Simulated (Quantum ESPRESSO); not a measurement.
A self-consistent single point of H₄NF (P6_3mc, 12 atoms in the cell) with Quantum ESPRESSO.

Method: PBEsol, SSSP 1.1.2 precision (PBE) pseudopotentials (plane waves; Quantum ESPRESSO).

```yaml
crystal:
  lattice:
    - [4.40767, 0.00000, 0.00000]
    - [-2.20384, 3.81715, 0.00000]
    - [0.00000, 0.00000, 7.13632]
  atoms:
    - { symbol: H, position: [0.53787, 0.07575, 0.92307] }
    - { symbol: H, position: [0.46213, 0.53787, 0.42307] }
    - { symbol: H, position: [0.92425, 0.46213, 0.92307] }
    - { symbol: H, position: [0.46213, 0.92425, 0.42307] }
    - { symbol: H, position: [0.53787, 0.46213, 0.92307] }
    - { symbol: H, position: [0.07575, 0.53787, 0.42307] }
    - { symbol: H, position: [0.33333, 0.66667, 0.22863] }
    - { symbol: H, position: [0.66667, 0.33333, 0.72863] }
    - { symbol: N, position: [0.33333, 0.66667, 0.37471] }
    - { symbol: N, position: [0.66667, 0.33333, 0.87471] }
    - { symbol: F, position: [0.33333, 0.66667, 0.99764] }
    - { symbol: F, position: [0.66667, 0.33333, 0.49764] }
```

Reference input (self-consistent single point, DFT, PBEsol, plane waves, GBRV 1.5 ultrasoft (PBESOL) pseudopotentials): ecutwfc = 40 Ry; ecutrho = 200 Ry; occupations = fixed; potentials = {H: h_pbesol_v1.4.uspp.F.UPF, N: n_pbesol_v1.2.uspp.F.UPF, F: f_pbesol_v1.4.uspp.F.UPF}; K_POINTS = automatic 7 7 4 0 0 0; nbnd = 20; conv_thr = 1e-10 Ry; mixing_beta = 0.5. This run's input differs from it in these lines:

```diff
@@ -12,6 +12,6 @@
     ntyp = 3,
-    ecutwfc = 40,
-    ecutrho = 200,
+    ecutwfc = 75,
     occupations = 'fixed',
     nbnd = 20,
+    input_dft = 'pbesol',
 /
@@ -22,5 +22,5 @@
 ATOMIC_SPECIES
-H      1.0080  h_pbesol_v1.4.uspp.F.UPF
-N     14.0070  n_pbesol_v1.2.uspp.F.UPF
-F     18.9984  f_pbesol_v1.4.uspp.F.UPF
+H      1.0080  H_ONCV_PBE-1.0.oncvpsp.upf
+N     14.0070  N.oncvpsp.upf
+F     18.9984  F.oncvpsp.upf
 ATOMIC_POSITIONS crystal
```

Output (repeated stretches shortened):

```
     Self-consistent Calculation

     iteration #  1     ecut=    75.00 Ry     beta= 0.50

     total energy              =    -149.12525280 Ry
     estimated scf accuracy    <       1.04533826 Ry

     iteration #  2     ecut=    75.00 Ry     beta= 0.50

     total energy              =    -149.35213181 Ry
     estimated scf accuracy    <       0.07189519 Ry

     iteration #  3     ecut=    75.00 Ry     beta= 0.50

     total energy              =    -149.35168856 Ry
     estimated scf accuracy    <       0.01572087 Ry

   [... 7 blocks of this kind left out ...]

     iteration # 11     ecut=    75.00 Ry     beta= 0.50

     total energy              =    -149.35324403 Ry
     estimated scf accuracy    <          2.2E-09 Ry

     iteration # 12     ecut=    75.00 Ry     beta= 0.50
     End of self-consistent calculation

     highest occupied, lowest unoccupied level (ev):    -3.2817    2.8929

!    total energy              =    -149.35324403 Ry
     estimated scf accuracy    <          9.4E-11 Ry

     convergence has been achieved in  12 iterations

     Forces acting on atoms (cartesian axes, Ry/au):

     atom    1 type  1   force =     0.00000000   -0.01771559    0.00636440
     atom    2 type  1   force =     0.01534215   -0.00885779    0.00636440
     atom    3 type  1   force =     0.01534215    0.00885779    0.00636440
     atom    4 type  1   force =    -0.00000000    0.01771559    0.00636440
     atom    5 type  1   force =    -0.01534215    0.00885779    0.00636440
     atom    6 type  1   force =    -0.01534215   -0.00885779    0.00636440
   [... lines left out ...]

     Total force =     0.053049     Total SCF correction =     0.000004

          total   stress  (Ry/bohr**3)                   (kbar)     P=       11.37
   0.00007717   0.00000000   0.00000000           11.35        0.00        0.00
   0.00000000   0.00007717   0.00000000            0.00       11.35        0.00
   0.00000000   0.00000000   0.00007759            0.00        0.00       11.41

   JOB DONE.
```

The run converged in 12 iterations. Against the reference run the pressure goes from 2.29 to 1.14 GPa, the largest force goes from 0.758 to 0.484 eV/Å and the gap on the mesh hardly changes (6.166 to 6.175 eV).

The starting cell comes from a database of computed structures (which also holds hypothetical and non-ambient phases and stackings), without a prior relaxation at this level.

Cost on one core of a shared machine: roughly 2 min.
